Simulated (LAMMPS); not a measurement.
MD from the crystal across the composition of ZnSe (zinc blende) with a share x of Zn sites Cd; all at 300 K and zero pressure.

Level of theory: classical MD, pair style sw, file CdTeZnSeHgS0.sw; code LAMMPS.

| x | volume | state | enthalpy | T (K) |
|---|---|---|---|---|
| 0.25 | 24.0287 ± 0.0003 Å³/atom | crystal; no diffusion seen in 30 ps | -2.5639 ± 0.0001 eV/atom | 300 |
| 0.5 | 25.2346 ± 0.0002 Å³/atom | crystal; no diffusion seen in 30 ps | -2.5170 ± 0.0001 eV/atom | 300 |
| 0.75 | 26.5142 ± 0.0002 Å³/atom | crystal; no diffusion seen in 30 ps | -2.4773 ± 0.0001 eV/atom | 300 |

Caution: the random arrangement on this lattice is imposed, and need not be a phase that exists in equilibrium.

States go by the mean squared displacement: a species diffuses where it passes 1.5 Å², still rises and gives D over 1e-6 cm²/s; a crystal has left its structure where atoms lie 0.35 Å off their sites on average or a cubic box changes its shape by 3 %, or the axial ratios of another lie 8 % off the starting cell's, which the potential's own relaxation can also do.

Uncertainties are statistical and leave out the potential's own error.
